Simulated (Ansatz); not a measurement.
# Effect of uniaxial strain ε_zz = −0.42 % on Ti3Al

The parent structure is Ti$_{3}$Al (space group P6_3/mmc, No. 194; a = 5.755 Å, c = 4.655 Å). Axes: x lies along a and z along c of the hexagonal cell.

It is then changed as follows: the cell is compressed by 0.42 % along z with no lateral relaxation; the atoms relax in the strained cell.

Level of theory: PBE/PAW in Ansatz (an electronic-structure program), spin-orbit coupling left out, earlier PAW set. k-mesh 10×10×10 (Γ-centred); smearing 0.05 eV (Fermi–Dirac).

| quantity | base | changed | shift |
|---|---|---|---|
| space group | P6_3/mmc (No. 194) | P6_3/mmc (No. 194) | – |
| shortest interatomic distance | 2.824 Å | 2.824 Å | 0.000 Å |
| energy relative to the base (free energy F) | 0 meV/atom | +0.2 meV/atom | +0.2 meV/atom |
| pressure (mean of the normal stresses, compression positive) | 0.0 GPa | 0.5 GPa | +0.5 GPa |
| band gap | zero | zero | – |
| stress (xx, yy, zz, yz, xz, xy; compression positive) (rough) | – | (0.3, 0.3, 1.0, 0.0, 0.0, 0.0) GPa | – |

Final structure:

```yaml
crystal:
  lattice:
    - [5.75530, 0.00000, 0.00000]
    - [-2.87765, 4.98424, 0.00000]
    - [0.00000, 0.00000, 4.63505]
  atoms:
    - { symbol: Ti, position: [0.83025, 0.66050, 0.25000] }
    - { symbol: Ti, position: [0.16975, 0.83025, 0.75000] }
    - { symbol: Ti, position: [0.33950, 0.16975, 0.25000] }
    - { symbol: Ti, position: [0.16975, 0.33950, 0.75000] }
    - { symbol: Ti, position: [0.83025, 0.16975, 0.25000] }
    - { symbol: Ti, position: [0.66050, 0.83025, 0.75000] }
    - { symbol: Al, position: [0.33333, 0.66667, 0.25000] }
    - { symbol: Al, position: [0.66667, 0.33333, 0.75000] }
```

Cost of the whole job for the changed cell (relaxation, final SCF and bands): roughly 40 core-seconds.

Without a gap, meshes like the base's 10×10×10 leave anisotropic stresses uncertain by several tenths of a GPa, and small strain energies with them. No phonon test of stability was made. The final runs are not spin-polarised.
